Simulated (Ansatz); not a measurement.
## TlBiTe$_{2}$ (space group R-3m, No. 166)

```cif
data_BiTe2Tl
_chemical_formula_sum 'Tl1 Bi1 Te2'
_space_group_name_H-M_alt 'P 1'
_space_group_IT_number 1
_cell_length_a 8.12208
_cell_length_b 8.12208
_cell_length_c 8.12208
_cell_angle_alpha 32.169
_cell_angle_beta 32.169
_cell_angle_gamma 32.169
loop_
_space_group_symop_operation_xyz
  'x, y, z'
loop_
_atom_site_label
_atom_site_type_symbol
_atom_site_fract_x
_atom_site_fract_y
_atom_site_fract_z
_atom_site_occupancy
Tl1 Tl 0.50000 0.50000 0.50000 1
Bi1 Bi 0.00000 0.00000 0.00000 1
Te1 Te 0.74302 0.74302 0.74302 1
Te2 Te 0.25698 0.25698 0.25698 1
```

Method: plane-wave PAW DFT at the PBEsol level (Ansatz, an electronic-structure program, 420 eV), scalar-relativistic without spin-orbit coupling. k-mesh 9×9×9 (Γ-centred); smearing 0.05 eV (Fermi–Dirac).

```yaml
volume_per_atom: 33.75 Å³
density: 8.22 g/cm³
band_gap: 0.20 eV, indirect, k = (1/3, 1/3, 0.444) in the run's primitive reciprocal basis → Γ
electron_mass: 0.083 mₑ along c, 0.088 mₑ across
total_energy: -9335.451 eV/atom (σ→0; compares only within this code and set-up)
```

Spin-orbit coupling, missing from the scalar runs, can matter with Bi, Te and Tl. Masses are band curvatures over ±0.01 Å⁻¹ around the edge. Whether these cells are dynamically stable was not tested. The zero or small gap of TlBiTe2 can change with the level of theory.
